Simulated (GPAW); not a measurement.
A self-consistent single point of a defect of FeNi₂ (3 atoms in the cell) with GPAW.

Method of the run: PBE, GPAW PAW datasets PBE (gpaw-data 1.0.1) (plane waves; GPAW).

The change in words: 1 x 1 x 1 supercell, one Ni atom taken out, nothing relaxed; nbands: -10 → -9. Reference geometry:
```
Ni3Fe
1.0
    3.53935     0.00000     0.00000
    0.00000     3.53935     0.00000
    0.00000     0.00000     3.53935
Fe Ni
1 3
Cartesian
  0.00000   0.00000   0.00000
  0.00000   1.76968   1.76968
  1.76968   0.00000   1.76968
  1.76968   1.76968   0.00000
```
Moments meant for the start (each program seeds them in its own way; μB, in the order of the atoms Fe Ni Ni Ni): 3.0 0.5 0.5 0.5.

Reference input (self-consistent single point, DFT PBE, plane waves, GPAW PAW datasets PBE (gpaw-data 1.0.1)): spinpol = true; mode = pw; ecut = 850 eV; xc = PBE; kpts = 4 4 4; mesh shift (steps) = 0 0 0; occupations.name = methfessel-paxton; occupations.width = 0.1 eV; occupations.order = 0; nbands = -10; convergence.density = 1e-05 e/electron; symmetry.symmorphic = false. This run's input differs from it in these lines:

```diff
@@ -4,3 +4,3 @@
 
-atoms = Atoms(['Fe', 'Ni', 'Ni', 'Ni'],
+atoms = Atoms(['Fe', 'Ni', 'Ni'],
               cell=[[3.539350, 0.000000, 0.000000],
@@ -10,7 +10,6 @@
                                 [0.000000, 0.500000, 0.500000],
-                                [0.500000, 0.000000, 0.500000],
-                                [0.500000, 0.500000, 0.000000]],
+                                [0.500000, 0.000000, 0.500000]],
               pbc=True)
 
-atoms.set_initial_magnetic_moments([3.0, 0.5, 0.5, 0.5])
+atoms.set_initial_magnetic_moments([3.0, 0.5, 0.5])
 
@@ -21,3 +20,3 @@
             occupations={'name': 'methfessel-paxton', 'width': 0.1, 'order': 0},
-            nbands=-10,
+            nbands=-9,
             convergence={'density': 1e-05},
```

Log, with long lists cut:

```
     iter     time        total  log10-change:  magmom
                         energy   eigst   dens
iter:   1 --:--:--   -23.055843                   +4.0053
iter:   2 --:--:--   -22.116912   -0.44  -1.51    +4.5280
iter:   3 --:--:--   -22.132488   -1.04  -1.62    +4.6469
iter:   4 --:--:--   -22.933118   -1.42  -1.73    +4.6628
iter:   5 --:--:--   -22.717328   -1.98  -1.64    +4.7510
   [... 3 lines left out ...]
iter:   9 --:--:--   -22.148125   -2.29  -2.14    +4.6625
iter:  10 --:--:--   -22.380138   -2.80  -2.46    +4.7225
iter:  11 --:--:--   -22.165747   -3.02  -2.11    +4.7417
   [... lines left out ...]
iter: 150 --:--:--   -22.186146c  -5.49  -3.43    +4.8435

Did not converge!

Here are some tips:

1) Make sure the geometry and spin-state is physically sound.
2) Use less aggressive density mixing.
3) Solve the eigenvalue problem more accurately at each scf-step.
4) Use a smoother distribution function for the occupation numbers.
5) Try adding more empty states.
6) Use enough k-points.
7) Don't let your structure optimization algorithm take too large steps.
8) Solve the Poisson equation more accurately.
9) Better initial guess for the wave functions.

See details here:

    https://gpaw.readthedocs.io/documentation/convergence.html
Traceback (most recent call last):
   [... frames left out ...]
gpaw.KohnShamConvergenceError: Did not converge!  See text output for help.
```

The run ended unconverged after 150 iterations. 

The starting cell has typed, rounded lattice constants, without a prior relaxation at this level. Its lattice was rescaled by up to half a per cent.

Cost on one core of a shared machine: roughly 7 min.
